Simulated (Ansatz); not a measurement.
**A computed series for Ti: thickness series**

The parent structure is Ti in the hcp (Mg type) structure (space group P6_3/mmc, No. 194; a = 2.9359 Å, c = 4.6364 Å). Axes: x lies along a and z along c of the hexagonal cell.

Free-standing slabs (1 atom(s) a layer) normal to the z axis with 15 Å of vacuum; in-plane cell held at bulk.

Computed with Ansatz (a quantum-chemistry and plane-wave program), r2SCAN, PAW, cutoff 500 eV, no SOC.

Notes on the quantities. layer's space group: with vacuum; excess energy per area of both faces: slab less bulk energy over the cell's area: twice a surface energy; uncertain by up to 0.2 J/m².

| change | layer's space group | excess energy per area of both faces | shortest interatomic distance | thickness between the outermost nuclei |
|---|---|---|---|---|
| base | – | – | 5.427 bohr | – |
| 1 layer | P6/mmm (No. 191) | – | 5.548 bohr | – |
| 2 layers | P-3m1 (No. 164) | 4.15 J/m² | 5.024 bohr | 2.05 Å |
| 3 layers | P-6m2 (No. 187) | 4.5 J/m² | 5.269 bohr | 4.43 Å |
| 4 layers | P-3m1 (No. 164) | 4.4 J/m² | 5.165 bohr | 6.74 Å |
| 5 layers | P-6m2 (No. 187) | 4.4 J/m² | 5.180 bohr | 9.05 Å |
| 6 layers | P-3m1 (No. 164) | 4.4 J/m² | 5.185 bohr | 11.37 Å |
| 7 layers | P-6m2 (No. 187) | 4.4 J/m² | 5.182 bohr | 13.69 Å |

The excess energy carries the mismatch between the slab's and the bulk's meshes. No phonon test of stability was made. All final runs are without spin polarisation.
